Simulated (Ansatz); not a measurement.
Start from WS$_{2}$ in the 2H-MoS2 type structure (space group P6_3/mmc, No. 194; layered, stacked along the Cartesian z axis).

```
CELL_PARAMETERS angstrom
      3.15429     0.00000     0.00000
     -1.57715     2.73170     0.00000
      0.00000     0.00000    12.14086
ATOMIC_POSITIONS crystal
  W  0.33333 0.66667 0.25000
  W  0.66667 0.33333 0.75000
  S  0.33333 0.66667 0.62030
  S  0.66667 0.33333 0.12030
  S  0.66667 0.33333 0.37970
  S  0.33333 0.66667 0.87970
```

Cartesian axes are those of the cell as printed.

Calculations: PBE-D3(BJ), PAW, 420 eV (Ansatz, a program for electronic structure; no spin-orbit coupling), earlier PAW set.

The change: every lattice vector is shortened by 1.49 %; the atoms relax in the strained cell.

Question: Predict the stress tensor and what it implies for the stiffness.

Answer: Stress of the strained cell less that of the base (GPa, compression positive):
```
   5.13    0.00    0.00
   0.00    5.13    0.00
   0.00    0.00    1.61
```

Then B = −ΔP/(ΔV/V₀) with ΔV/V₀ = -0.0440 gives secant stiffness values (nonlinear terms included at this strain): B (at held cell shape, above the free-shape value) ≈ 90 GPa.

As a check, the harmonic strain energy −½ V₀ Δσ:ε is 9.6 meV/atom; the computed energy rise is 9.1 meV/atom.

No phonon test of stability was made.
